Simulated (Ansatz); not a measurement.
Base system: CuI in the zinc blende structure (space group F-43m, No. 216; a = 5.862 Å). Axes: x, y, z lie along the cube axes.

Method: LDA (Ansatz, a first-principles code, PAW, scalar-relativistic without spin-orbit coupling).

Strains are applied to the cell and any free atomic positions relax; under biaxial strain the out-of-plane vector relaxes too.

One change was made to it. Results:

```tsv
quantity	base	after
gap character	direct at Γ	direct at Γ
electron mass	0.14 mₑ (at Γ)	0.12 mₑ out of plane, 0.15 mₑ in plane (at Γ)
pressure (mean of the normal stresses, compression positive)	0.00 GPa	1.12 GPa
```

### Question
Name the change that was made.
A. biaxial strain −0.42 %, plane normal [111], relaxed out of plane
B. biaxial strain −1.67 %, plane normal [111], relaxed out of plane
C. biaxial strain +1.67 %, plane normal [111], relaxed out of plane

### Answer
B, biaxial strain −1.67 %, plane normal [111], relaxed out of plane. For comparison, the electron mass in the other runs: biaxial strain +1.67 %, plane normal [111], relaxed out of plane gives 0.15 mₑ out of plane, 0.13 mₑ in plane (at Γ); biaxial strain −0.42 %, plane normal [111], relaxed out of plane gives 0.14 mₑ (at Γ).

With I present, leaving out spin-orbit coupling can change the band edges. Masses are band curvatures over ±0.01 Å⁻¹ around the edge. Stability against distortions was not tested. The final runs are not spin-polarised. k-point labels follow each cell's own Brillouin zone.
